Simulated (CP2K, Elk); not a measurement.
An Elk input for a self-consistent single point of CdPt₃ (Cmmm, 4 atoms in the cell) (DFT, PBEsol, all-electron FP-LAPW, Elk's shipped species files, APW+lo basis with extra local orbitals):

```
tasks
  0

xctype
  22

rgkmax
  7.5

gmaxvr
  16.0

nxlo
  2

lorbcnd
  .true.

rmtscf
  0.89

lmaxi
  2

stype
  3

swidth
  0.00183747

avec
    5.4532299210   -7.4285322932    0.0000000000
    5.4532299210    7.4285322932    0.0000000000
    0.0000000000    0.0000000000    5.3567877482

sppath
  'species/'

atoms
  2   : nspecies
  'Cd.in'   : spfname
  1   : natoms; atposl, bfcmt below
  0.0000000000  0.0000000000  0.0000000000    0.0 0.0 0.0
  'Pt.in'   : spfname
  3   : natoms; atposl, bfcmt below
  0.5000000000  0.5000000000  0.0000000000    0.0 0.0 0.0
  0.0000000000  0.5000000000  0.5000000000    0.0 0.0 0.0
  0.5000000000  0.0000000000  0.5000000000    0.0 0.0 0.0

ngridk
  5 5 8
```

Q: Give the CP2K input for the same structure, mesh, smearing and functional.

A: One input that does it (others would too):

```
&GLOBAL
  PROJECT run
  RUN_TYPE ENERGY_FORCE
  PRINT_LEVEL MEDIUM
&END GLOBAL
&FORCE_EVAL
  METHOD Quickstep
  STRESS_TENSOR ANALYTICAL
  &DFT
    BASIS_SET_FILE_NAME BASIS_MOLOPT
    POTENTIAL_FILE_NAME GTH_POTENTIALS
    &QS
      METHOD GPW
      EPS_DEFAULT 1E-10
    &END QS
    &MGRID
      CUTOFF 500
      REL_CUTOFF 50
      NGRIDS 5
    &END MGRID
    &SCF
      SCF_GUESS ATOMIC
      EPS_SCF 1E-6
      MAX_SCF 100
      ADDED_MOS 11
      &DIAGONALIZATION
        ALGORITHM STANDARD
      &END DIAGONALIZATION
      &MIXING
        METHOD BROYDEN_MIXING
        ALPHA 0.3
        NBUFFER 12
        BETA 1.5
      &END MIXING
      &SMEAR ON
        METHOD FERMI_DIRAC
        ELECTRONIC_TEMPERATURE [K] 580.23
      &END SMEAR
    &END SCF
    &KPOINTS
      SCHEME MONKHORST-PACK 5 5 8
      GAMMA_CENTERED T
    &END KPOINTS
    &XC
      &XC_FUNCTIONAL
        &PBE
          PARAMETRIZATION PBESOL
        &END PBE
      &END XC_FUNCTIONAL
    &END XC
    &PRINT
      &MO
        EIGENVALUES T
        OCCUPATION_NUMBERS T
        NDIGITS 8
        FILENAME mo
        &EACH
          QS_SCF 0
        &END EACH
        ADD_LAST NUMERIC
      &END MO
      &MULLIKEN ON
      &END MULLIKEN
    &END PRINT
  &END DFT
  &SUBSYS
    &CELL
      ABC 4.87650000 4.87649931 2.83469000
      ALPHA_BETA_GAMMA 90.00000000 90.00000000 107.43576952
      PERIODIC XYZ
    &END CELL
    &COORD
      Cd       0.00000000     0.00000000     0.00000000
      Pt       1.70766150     2.32622050     0.00000000
      Pt      -0.73058850     2.32622050     1.41734500
      Pt       2.43825000     0.00000000     1.41734500
    &END COORD
    &KIND Cd
      BASIS_SET DZVP-MOLOPT-SR-GTH
      POTENTIAL GTH-PBE-q12
    &END KIND
    &KIND Pt
      BASIS_SET DZVP-MOLOPT-SR-GTH
      POTENTIAL GTH-PBE-q18
    &END KIND
  &END SUBSYS
  &PRINT
    &FORCES ON
    &END FORCES
    &STRESS_TENSOR ON
    &END STRESS_TENSOR
  &END PRINT
&END FORCE_EVAL
```

Basis settings and potentials, where a program has them, do not carry over. This input uses DFT PBEsol, GPW, DZVP-MOLOPT-SR-GTH basis, GTH-PBE potentials (GTH_POTENTIALS).

The starting cell comes from a database of computed structures (which also holds hypothetical and non-ambient phases and stackings), without a prior relaxation at this level.
